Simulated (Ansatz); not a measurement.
Consider Cu in the fcc (Cu type) structure (space group Fm-3m, No. 225; a = 3.630 Å; relaxed with 0.1 eV smearing).

Computed with Ansatz (a first-principles code), PBE, PAW, cutoff 420 eV, no spin-orbit coupling.

Strains are applied to the cell and any free atomic positions relax.

One change was made to it. Results:

The energy increases by 11 meV/atom; the pressure goes from zero to 7.2 GPa.

Problem. Name the change that was made.
A. isotropic strain −2.00 %
B. isotropic strain +0.50 %
C. isotropic strain −1.50 %

Solution. C, isotropic strain −1.50 %. For comparison, the energy relative to the base in the other runs: isotropic strain +0.50 % gives +1.2 meV/atom; isotropic strain −2.00 % gives +21 meV/atom.

No phonon test of stability was made. The final runs are not spin-polarised.
